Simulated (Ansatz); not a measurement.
Consider the following.

```
Ir
1.0
    0.01082     1.98208     1.92520
    1.89034     0.02423     1.91179
    1.87205     1.95039     0.04252
Ir
1
Direct
  0.00000   0.00000   0.00000
```

No spin polarisation.

Calculations: PBEsol in Ansatz (plane waves to 420 eV, PAW, scalar-relativistic without spin-orbit coupling). Γ-centred 21×21×21 mesh, Fermi–Dirac width 0.05 eV.

### Question
Predict the space group.

### Answer
P-1 (No. 2).

### Question
Predict the band gap.

### Answer
Zero.

### Question
Estimate the pressure (mean of the normal stresses, compression positive).

### Answer
4.9 GPa.

The cells carry an imposed strain or load. No phonon test of stability was made. The final runs are not spin-polarised. The cell was made from Ir in the fcc (Cu type) structure (space group Fm-3m, No. 225) by this change: strain tensor (xx, yy, zz, yz, xz, xy) = (−2.06, +2.03, −0.94, +1.46, +0.76, −0.20) %.

Ansatz is a first-principles code.
